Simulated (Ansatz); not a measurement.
**Carrier properties of BN under load (space group P6_3mc)**

Here is the system:

```
CELL_PARAMETERS angstrom
      2.58509     0.00000     0.00000
     -1.29255     2.23876     0.00000
      0.00000     0.00000     4.27511
ATOMIC_POSITIONS crystal
  B  0.33333 0.66667 0.00006
  B  0.66667 0.33333 0.50006
  N  0.33333 0.66667 0.37494
  N  0.66667 0.33333 0.87494
```

Method: r2SCAN, rigid bands (plane waves, PAW, scalar-relativistic; Ansatz, an electronic-structure program). Condition of this run: hydrostatic pressure of -18 GPa (compression positive) (the target of the relaxation). Geometry: cell and atoms relaxed with PBEsol, then loaded as said.

| Quantity | Result |
|---|---|
| band gap | 5.83 eV |
| electron conductivity mass (300 K, dilute) | 0.52 (x), 0.52 (y), 0.31 (z) mₑ |
| hole conductivity mass (300 K, dilute) | 0.82 (x), 0.82 (y), 1.29 (z) mₑ |
| effective density of states N_c (300 K) | 1.4e19 cm⁻³ |
| effective density of states N_v (300 K) | 4.7e19 cm⁻³ |
| density-of-states mass, electrons | 0.67 mₑ |
| density-of-states mass, holes | 1.51 mₑ |
| Seebeck coefficient, n-type 1e19 cm⁻³, 300 K | -251 μV/K |
| best n-type power factor at 300 K for τ = 10 fs (best axis; densities from 1e16 to 1e21 cm⁻³ tried, whether or not they can be reached) | 7.6 μW/(cm·K²) at 3e19 cm⁻³ |
| Seebeck coefficient, p-type 1e19 cm⁻³, 300 K | 349 μV/K |
| best p-type power factor at 300 K for τ = 10 fs (best axis; densities from 1e16 to 1e21 cm⁻³ tried, whether or not they can be reached) | 9.3 μW/(cm·K²) at 1e20 cm⁻³ |

Rigid bands; masses and Seebeck coefficients take one relaxation time τ for all states and one kind of carrier; polarons and phonon drag are left out. Spin-orbit coupling is left out. Geometry: cell and atoms relaxed with PBEsol.
